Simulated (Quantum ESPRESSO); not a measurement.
Input and output of a self-consistent single point for MgZn3 (P-6m2, 4 atoms in the cell) (Quantum ESPRESSO).

Method of the run: PBEsol, GBRV 1.5 ultrasoft (PBESOL) pseudopotentials (plane waves; Quantum ESPRESSO).

```
MgZn3
1.0
    2.97721     0.00000     0.00000
   -1.48860     2.57834     0.00000
    0.00000     0.00000     8.77860
Mg Zn
1 3
Direct
  0.66667   0.33333   0.50000
  0.66667   0.33333   0.00000
  0.00000   0.00000   0.75983
  0.00000   0.00000   0.24017
```

Reference input (self-consistent single point, DFT, PBEsol, plane waves, GBRV 1.5 ultrasoft (PBESOL) pseudopotentials): ecutwfc = 50 Ry; ecutrho = 250 Ry; occupations = smearing; smearing = marzari-vanderbilt; degauss = 0.0073499 Ry; potentials = {Mg: mg_pbesol_v1.4.uspp.F.UPF, Zn: zn_pbesol_v1.uspp.F.UPF}; K_POINTS = automatic 12 12 3 0 0 0; conv_thr = 1e-10 Ry; mixing_beta = 0.3. This run's input differs from it in these lines:

```diff
@@ -16,3 +16,3 @@
    smearing = 'marzari-vanderbilt'
-   degauss = 0.0073499
+   degauss = 0.058799
 /
```

The program printed (abridged):

```
     Self-consistent Calculation

     iteration #  1     ecut=    50.00 Ry     beta= 0.30

     total energy              =   -1507.75677511 Ry
     estimated scf accuracy    <       3.04802679 Ry

     iteration #  2     ecut=    50.00 Ry     beta= 0.30

     total energy              =   -1508.35214204 Ry
     estimated scf accuracy    <       4.28719987 Ry

     iteration #  3     ecut=    50.00 Ry     beta= 0.30

     total energy              =   -1508.82991351 Ry
     estimated scf accuracy    <       0.02195633 Ry

   [... 7 blocks of this kind left out ...]

     iteration # 11     ecut=    50.00 Ry     beta= 0.30

     total energy              =   -1508.82989975 Ry
     estimated scf accuracy    <          3.4E-10 Ry

     iteration # 12     ecut=    50.00 Ry     beta= 0.30
     End of self-consistent calculation

     the Fermi energy is    10.7927 ev

!    total energy              =   -1508.82989975 Ry
     estimated scf accuracy    <          8.5E-11 Ry
     smearing contrib. (-TS)   =       0.00042924 Ry
     internal energy E=F+TS    =   -1508.83032899 Ry

     convergence has been achieved in  12 iterations

     Forces acting on atoms (cartesian axes, Ry/au):

     atom    1 type  1   force =    -0.00000000   -0.00000000    0.00000000
     atom    2 type  2   force =    -0.00000000   -0.00000000    0.00000000
     atom    3 type  2   force =    -0.00000000    0.00000000    0.00941114
     atom    4 type  2   force =     0.00000000    0.00000000   -0.00941114

     Total force =     0.013309     Total SCF correction =     0.000000

          total   stress  (Ry/bohr**3)                   (kbar)     P=      -41.50
  -0.00026105   0.00000000   0.00000000          -38.40        0.00        0.00
   0.00000000  -0.00026105   0.00000000            0.00      -38.40        0.00
  -0.00000000   0.00000000  -0.00032415           -0.00        0.00      -47.68

   JOB DONE.
```

The run converged in 12 iterations. Against the reference run the free energy goes up by 3.3 meV/atom, the pressure goes from -4.33 to -4.15 GPa and the largest force goes from 0.217 to 0.242 eV/Å.

The starting cell comes from a database of computed structures (which also holds hypothetical and non-ambient phases and stackings), without a prior relaxation at this level. With a pressure of about -4 GPa the cell is away from its equilibrium volume at this level.

Cost on one core of a shared machine: roughly 70 s.
